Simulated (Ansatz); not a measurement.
A computed series for HfN: response to strain

Base system: HfN in the rock salt structure (space group Fm-3m, No. 225; relaxed with 0.1 eV smearing).

```xyz
2
Lattice="0.0000 2.2509 2.2509 2.2509 0.0000 2.2509 2.2509 2.2509 0.0000" Properties=species:S:1:pos:R:3 pbc="T T T"
Hf     0.0000     0.0000     0.0000
N      2.2509     2.2509     2.2509
```

Cartesian axes are those of the cell as printed.

Strains are applied to the cell and any free atomic positions relax; under biaxial strain the out-of-plane vector relaxes too.

Computed with Kohn–Sham DFT with the PBEsol functional, run in Ansatz (a quantum-chemistry and plane-wave program) with PAW and 420 eV plane waves, without spin-orbit coupling.

| biaxial strain, plane normal [001], relaxed out of plane (%) | out-of-plane strain (%) |
|---|---|
| -3 | 1.08 |
| -2.5 | 0.90 |
| -2 | 0.72 |
| -1.5 | ? |
| -1 | 0.35 |
| -0.5 | 0.18 |
| 0 | 0.00 |

Q: Fit ε⊥ = −νε + γε² (strains in %) to the rows shown and predict the withheld row.

A: Least squares on the printed values gives ν = 0.35 (the biaxial Poisson response) and γ = 0.002 (largest residual 0.01 %); this predicts 0.54 %, and the run gives 0.53 %, in agreement.

Stability against distortions was not tested. All final runs are without spin polarisation. An odd electron count without spin: HfN.
